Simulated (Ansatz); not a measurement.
Base system: In2O3 (space group P-3m1, No. 164; a = 3.419 Å, c = 6.094 Å; a hypothetical phase, not in the database extracts checked).

One thing is altered: a hydrostatic pressure of 7.5 GPa.

Levels (all Ansatz, a first-principles code, PAW): PBEsol (420 eV, spin-orbit coupling left out); PBEsol+SOC (420 eV, noncollinear with spin-orbit coupling).

The geometry is relaxed with PBEsol.

| Property | Value |
|---|---|
| PBEsol electron mass | 0.12 mₑ along c, 0.16 mₑ across (at Γ) |
| PBEsol hole mass | 0.99 mₑ along c, 1.6 mₑ across (at K) |
| PBEsol gap character | indirect, K → Γ |
| PBEsol lowest conduction level above the VBM at special points | Γ 0.85 eV; A 3.06 eV; M 4.06 eV; L 4.50 eV |

Task: How does going to PBEsol+SOC change the electron mass, hole mass, gap character and lowest conduction level above the VBM at special points?

Result: The electron mass stays 0.12 mₑ along c, 0.16 mₑ across (at Γ); the hole mass is still 0.99 mₑ along c, 1.6 mₑ across (at K); the gap character stays indirect, K → Γ; the lowest conduction level above the VBM at special points goes from Γ 0.85 eV; A 3.06 eV; M 4.06 eV; L 4.50 eV to Γ 0.85 eV; A 3.05 eV; M 4.06 eV; L 4.50 eV.

Single points use the geometry relaxed with PBEsol. Differences between runs with and without spin-orbit coupling are approximate. Load acts through the strain it causes; cell and atoms are relaxed under it. Effective masses come from finite differences of ±0.01 Å⁻¹. Stability against distortions was not tested. Competing high-pressure phases were not computed. The base started in P3m1 and relaxed to P-3m1 at this level.
